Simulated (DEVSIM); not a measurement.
Structure: In0.49Ga0.51P/GaAs p-n heterojunction, at 300 K.

```
layer (left to right)       material  thickness (μm)  Nd (cm⁻³)  Na (cm⁻³)   τn (s)   τp (s)
---------------------  -------------  --------------  ---------  ---------  -------  -------
1                      In0.49Ga0.51P            1.60          -     1.2e17  5.6e-10  5.6e-10
2                               GaAs           0.150     1.7e17          -  5.6e-10  5.6e-10
```

Left contact: ohmic. Right contact: ohmic. Voltage is applied to the left contact. Recombination: SRH at mid-gap, Auger. Mobility is μmin + (μ − μmin)/(1 + (N/Nref)^α).

Constants are typed, rounded textbook-type inputs, not results; the design itself was drawn at random and stands for no fabricated device. Values at 300 K.

```
parameter      In0.49Ga0.51P    GaAs
-------------  -------------  ------
gap (eV)                1.89   1.424
affinity (eV)              4    4.07
permittivity            11.8    12.9
Nc (cm⁻³)               9e17  4.7e17
Nv (cm⁻³)             1.3e19    9e18
μn (cm²/Vs)             1500    8500
μp (cm²/Vs)               80     400
μn,min                   400     500
μp,min                    15      20
Nref,n                  2e16    6e16
Nref,p                1.5e17  1.5e17
αn                       0.7    0.39
αp                       0.8    0.38
Cn (cm⁶/s)             3e-30   1e-30
Cp (cm⁶/s)             3e-30   1e-30
```

Model (solved in DEVSIM): 1D drift-diffusion, Boltzmann statistics, complete ionisation; no tunnelling, impact ionisation, image-force lowering or self-heating. Band offsets follow the typed affinities; no thermionic-emission limit at abrupt steps, no polarisation charge.

Base results: dark forward voltage at 100 A/cm² (V) 1.420; dark forward voltage at 1 A/cm² (V) 1.181; potential step across the device at zero bias (V) 1.673; largest field in the device at zero bias (V/cm) 190000.

Task: What follows from this one change: thickness of layer 2 0.15 → 0.45 μm?

Result: dark forward voltage at 100 A/cm² 1.420 → 1.430 V; dark forward voltage at 1 A/cm² little changed (1.185 V); potential step across the device at zero bias little changed (1.673 V); largest field in the device at zero bias little changed (190000 V/cm).

Task: What follows from this one change: doping Nd of layer 2 1.7e+17 → 5.1e+16 cm^-3?

Result: dark forward voltage at 100 A/cm² 1.420 → 1.338 V; dark forward voltage at 1 A/cm² 1.181 → 1.049 V; potential step across the device at zero bias 1.673 → 1.641 V; largest field in the device at zero bias 190000 → 140000 V/cm.

Task: What follows from this one change: constant mobility in place of the doping-dependent one?

Result: dark forward voltage at 100 A/cm² 1.420 → 1.388 V; dark forward voltage at 1 A/cm² 1.181 → 1.159 V; potential step across the device at zero bias little changed (1.673 V); largest field in the device at zero bias little changed (190000 V/cm).
